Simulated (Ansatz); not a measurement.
The parent structure is BP in the zinc blende structure (space group F-43m, No. 216; a = 4.5202 Å). Axes: x, y, z lie along the cube axes.

Computed with Kohn–Sham DFT with the PBEsol functional, run in Ansatz (a program for electronic structure) with PAW and 420 eV plane waves, no spin-orbit coupling.

Base values:

```
Quantity            Value
---------------  --------
Volume per atom  11.54 Å³
```

It is then changed as follows: uniaxial stress, 2 GPa tension along z; all other stress components relax to zero.

### Question
Predict the new mean lateral Poisson ratio.

### Answer
The mean lateral Poisson ratio is 0.19.

### Question
What does the calculation give for the volume per atom after the change?

### Answer
The volume per atom rises by 0.05 Å³ (11.54 Å³ → 11.59 Å³).

### Question
Predict the new energy relative to the base.

### Answer
The energy goes up by 0.5 meV/atom.

Load acts through the strain it causes; cell and atoms are relaxed under it. Beyond what the load breaks, stability against distortions was not tested.
